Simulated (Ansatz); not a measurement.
## A computed series for K2SnHgSe4: element substitutions

The parent structure is K₂SnHgSe₄ (space group I-42m, No. 121; a = 8.002 Å, c = 6.962 Å).

Each row replaces one element on all its sites; cell and atoms are relaxed.

All numbers come from PBEsol in Ansatz (plane waves to 420 eV, PAW, no SOC).

### Question
Only one of these has no band gap. Which?
A) Sn → Te
B) Sn → Os
C) Se → Te

### Answer
B, Sn → Os. Computed: Sn → Te: 0.36 eV; Se → Te: 0.33 eV; Sn → Os: zero

Spin-orbit coupling, missing from the scalar runs, can matter with Hg and Te. Whether these cells are dynamically stable was not tested. As relaxed here, K2HgTeSe4 and K2HgOsSe4 are hypothetical phases, not in the database extracts checked. For K2SnHgTe4 in this form, whether it has been made was not checked. The final runs are not spin-polarised. K2HgOsSe4 has a high density of states at the Fermi level and may be magnetic at this level.

Ansatz is a first-principles code.
